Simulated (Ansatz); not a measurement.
**InP under a change: biaxial strain −2.50 %, plane normal [111], relaxed out of plane**

Start from InP in the zinc blende structure (space group F-43m, No. 216; a = 5.907 Å). Axes: x, y, z lie along the cube axes.

It is then changed as follows: compressive biaxial strain of 2.50 % in the plane normal to [111], as in epitaxy on a mismatched substrate; the out-of-plane cell vector and the atoms relax.

The values are results of r2SCAN, PAW, 500 eV (Ansatz, a first-principles code; without spin-orbit coupling), not measurements. k-mesh 10×10×10 (Γ-centred); smearing 0.05 eV (Fermi–Dirac).

```csv
quantity,base,changed,shift
volume per atom,25.76 Å³,24.86 Å³,-0.90 Å³
space group,F-43m (No. 216),R3m (No. 160),–
shortest interatomic distance,2.558 Å,2.522 Å,-0.0354 Å
energy relative to the base (free energy F),0 meV/atom,+15 meV/atom,+15 meV/atom
"pressure (mean of the normal stresses, compression positive)",0.0 kbar,26.0 kbar,+26.0 kbar
band gap,1.03 eV,1.08 eV,+0.05 eV
gap character,direct at Γ,direct at Γ,–
electron mass,0.074 mₑ (at Γ),"0.074 mₑ out of plane, 0.090 mₑ in plane (at Γ)",–
"valence-band top at Γ (three highest levels, from the VBM)","0.00, 0.00, 0.00 eV","0.00, 0.00, -0.31 eV",–
"valley order (the lowest conduction-band minima on the path, energy above the VBM, named in the base's zone)",Γ 1.03 eV; L along ⟨111⟩ 1.80 eV; X along ⟨100⟩ 2.04 eV,Γ 1.08 eV; L along [1-11] 1.66 eV; X along [100] 1.80 eV; L along [111] 2.17 eV,–
out-of-plane strain,–,+1.51 %,–
ratio −ε⊥/ε∥,–,0.61,–
mean in-plane stress (compression positive),–,+3.9 GPa,–
```

Masses are band curvatures over ±0.01 Å⁻¹ around the edge. Whether these cells are dynamically stable was not tested. k-point labels follow each cell's own Brillouin zone.
